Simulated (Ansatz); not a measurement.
Worked example: relaxation of the atoms of Al (P-3m1, 2 atoms in the cell) in Ansatz (a first-principles code).

Method: LDA (PW92), default PAW files made with PBE (plane waves; Ansatz).

The change in words: one atom moved by 0.15 angstrom; relax: default → atoms; relax.f_tol: default → 0.001 eV/Å. Reference geometry:
```xyz
2
Lattice="2.8209 0.0000 0.0000 -1.4104 2.4430 0.0000 0.0000 0.0000 4.8815" Properties=species:S:1:pos:R:3 pbc="T T T"
Al     1.4104     0.8143     3.6611
Al     0.0000     1.6286     1.2204
```

Reference input (self-consistent single point, DFT, LDA (PW92), plane waves, default PAW files made with PBE): basis.ecutwfc = 30.9 Ry; kpoints.mp_grid.grid = 13 13 7; hamiltonian.xc = lda; hamiltonian.pseudopotentials = {kind: paw} (the program's default PAW files); scf.occupations.method = gaussian; scf.occupations.width = 0.0073 Ry. This run's input differs from it in these lines:

```diff
@@ -6,3 +6,3 @@
   atoms:
-    - { symbol: Al, position_ang: [1.410450, 0.814322, 3.661088] }
+    - { symbol: Al, position_ang: [1.410450, 0.814322, 3.811090] }
     - { symbol: Al, position_ang: [-0.000002, 1.628647, 1.220363] }
@@ -17,2 +17,4 @@
   occupations: { method: gaussian, width: 0.0073 Ry }
+relax:
+  f_tol: 0.001
 output:
```

Output, abridged:

```
   [... SCF lines of the steps left out ...]
relax step   1: F+E_penalty+E_count = -1025.62333713 eV  Δ(F+E_penalty+E_count) = +0.000e0 eV  max|allowed force component| = 5.334e-1 eV/Å  Δτ_max = 0.0000 Å  (6 SCF iters, dr2 threshold 1.00e-7 eV, accepted)
relax step   2: F+E_penalty+E_count = -1025.66183990 eV  Δ(F+E_penalty+E_count) = -3.850e-2 eV  max|allowed force component| = 6.963e-2 eV/Å  Δτ_max = 0.0852 Å  (5 SCF iters, dr2 threshold 1.78e-5 eV, accepted)
relax step   3: F+E_penalty+E_count = -1025.66255307 eV  Δ(F+E_penalty+E_count) = -7.132e-4 eV  max|allowed force component| = 9.235e-4 eV/Å  Δτ_max = 0.0101 Å  (5 SCF iters, dr2 threshold 3.03e-7 eV, accepted)
relax step   4: F+E_penalty+E_count = -1025.66255307 eV  Δ(F+E_penalty+E_count) = -5.912e-12 eV  max|allowed force component| = 9.206e-4 eV/Å  Δτ_max = 0.0000 Å  (2 SCF iters, accepted)
the relaxation is at rest under the 12 symmetry operations that the run kept from its start: a minimum is not shown …
Stability not checked: this state was not tested for a lower state beside it, because too few of the mixer's solves of this state at the end of the SCF gave a …
Free energy (F): -1025.662553 eV
Internal energy: -1025.658552 eV  (E = F + TS)
E sigma→0 (E₀):  -1025.660552 eV
Entropy (-TS):   -0.004001 eV (-2.001 meV/atom)
Fermi energy:    7.548109 eV
--- Forces (eV/Å), atoms counted from 1 ---
  atom   1  Al     0.00000000     0.00000000     0.00092059
   [... lines left out ...]
--- Relaxed structure (4 steps of the walk, 4 accepted, 0 SCFs on fresh bases) ---
  F+E_penalty+E_count = -1025.66255307 eV   max|allowed force component| = 9.206e-4 eV/Å
  atoms:
    - { symbol: Al, position: [0.6666666666666667, 0.33333333333333326, 0.7653366714486852] }
    - { symbol: Al, position: [0.33333333333333337, 0.6666666666666666, 0.26539230647201906] }
```

The run converged. 

Summary of the result:
| Item | Value |
|---|---|
| Free energy E − TS (on the zero of these files) | -1025.6626 eV |
| Fermi level (on the code's own zero) | 7.55 eV |
| Pressure | -3.57 GPa |
| Relaxation steps | 4 |

The starting cell comes from a database of computed structures (which also holds hypothetical and non-ambient phases and stackings), without a prior relaxation at this level. Its lattice was rescaled by up to half a per cent. For this run, on top of that: one atom moved by 0.15 angstrom. The relaxation keeps the symmetry of its start, so its end need not be a minimum. Ansatz's pressure includes its estimate of the finite-basis (Pulay) stress.

Keys are those of Ansatz 0.2.
